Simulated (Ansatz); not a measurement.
Base system: Ca3PbO in the anti-perovskite structure (space group Pm-3m, No. 221; a = 4.800 Å). Axes: x, y, z lie along the cube axes.

Level of theory: Kohn–Sham DFT with the PBEsol functional, run in Ansatz (a program for electronic structure) with PAW and 420 eV plane waves, no SOC.

For the base:

| Quantity | Result |
|---|---|
| Volume per atom | 22.11 Å³ |
| Pressure | 0.0 GPa |

Modification: tensile biaxial strain of 4.11 % in the plane normal to [110], as in epitaxy on a mismatched substrate; the out-of-plane cell vector and the atoms relax.

Task: Predict the new energy relative to the base, volume per atom and pressure.

Result: The energy grows by 29 meV/atom; the volume per atom grows by 1.535 Å³, from 22.11 Å³ to 23.65 Å³; the pressure (mean of the normal stresses, compression positive) goes from zero to -3.2 GPa.

No phonon test of stability was made. All final runs are without spin polarisation.
